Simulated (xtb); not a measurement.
xtb 6.7.1, GFN1-xTB: C[Si](C)(C)c1cccc(-c2ccc3c(c2)oc2cc(-c4ccc5c(c4)sc4cc(C=O)ccc45)ccc23)c1, 64 atoms. The geometry is a generated start, not checked to be a minimum at this level.

run flags: --grad
method: GFN1-xTB
--acc: 1 (default)
--etemp (K): 300 (default)
basis functions: 216
valence electrons: 184

One run each on 1 thread. Values of broydamp tried: 0.02, 0.05, 0.1, 0.2, 0.4 (default), 0.6, 0.8, 1.

### Question
Which value of broydamp needs the fewest SCC iterations, and what happens away from it?

### Answer
Fewest SCC iterations, within one of each other: 0.2 with 12, 0.4 (default) with 11, 0.6 with 12. The count rises to 20 at 0.02. All converge to one solution.

```
broydamp       SCC iterations            end
-------------  --------------  -------------
0.02                       20  same solution
0.05                       18  same solution
0.1                        15  same solution
0.2                        12  same solution
0.4 (default)              11  same solution
0.6                        12  same solution
0.8                        13  same solution
1                          15  same solution
```
